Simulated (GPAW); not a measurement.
# Pressure against volume in rock-salt PbTe (space group 225) (GPAW, PBE)

```
CELL_PARAMETERS angstrom
      0.00000     3.17257     3.17257
      3.17257     0.00000     3.17257
      3.17257     3.17257     0.00000
ATOMIC_POSITIONS crystal
  Te 0.50000 0.50000 0.50000
  Pb 0.00000 0.00000 0.00000
```

Computed with PBE, GPAW PAW datasets PBE (gpaw-data 1.0.1) (plane waves; GPAW). Settings: mode = pw; ecut = 585 eV; xc = PBE; kpts = 9 9 9; mesh shift (steps) = 0 0 0; occupations.name = fermi-dirac; occupations.width = 0.01 eV; nbands = -6; convergence.density = 1e-05 e/electron; convergence.energy = 1e-05 eV/electron; convergence.bands = -4; symmetry.symmorphic = false; symmetry.tolerance = 0.0005; maxiter = 150. The cell above is the first row's. The rows scale it uniformly. In all rows fractional positions and the k mesh are held.

```
V (Å^3/atom)  P (GPa)
------------  -------
31.932           4.72
32.627           3.50
33.321           2.42
34.015           1.45
34.709           0.57
35.403          -0.21
36.098          -0.91
36.792          -1.54
37.486              ?
```

The 8 complete rows are fitted with a cubic, P against V. With u = V - 34.4, the rows have u = -2.4680, -1.7730, -1.0790, -0.3850, 0.3090, 1.0030, 1.6980, 2.3920. Least squares gives P = 0.949 - 1.2486·u + 0.09967·u² - 0.00533·u³. Residuals (row less fit): 0.002, -0.006, 0.001, 0.005, -0.003, -0.002, 0.000, 0.000; standard error 0.004 (degrees of freedom: 4). The fitted pressure is zero at V0 = 35.21, where dP/dV = -1.098, so B0 = -V0·dP/dV = 38.6 GPa.

Question: What does the fit predict for P at V = 37.486, and how far is the calculated value from it?

Answer: u = 3.0860, so P = 0.949 - 1.2486 × 3.0860 + 0.09967 × 3.0860² - 0.00533 × 3.0860³ = -2.112 GPa. The calculation gives -2.11 GPa, which the fit meets to the printed digits. The row lies outside the fitted rows, so this is an extrapolation. From the scatter of the fitted rows alone, a prediction at this place has a standard error of 0.012 GPa, so the miss is 0.2 times that.

Carrying the step between the two nearest rows on in a straight line would have given -2.17, off by 0.06; series whose last step already gives the withheld value aren't shown. The scan was laid around a cell of about the measured size, scaled by a guess for this functional. The runs keep the symmetry of the cell, so they don't test it for distortions. Spin-orbit coupling is off. Cutoffs and mesh are single choices, not tested for convergence of this quantity. Series with a scatter that would blur these digits, or in which a gap closes, are not shown.
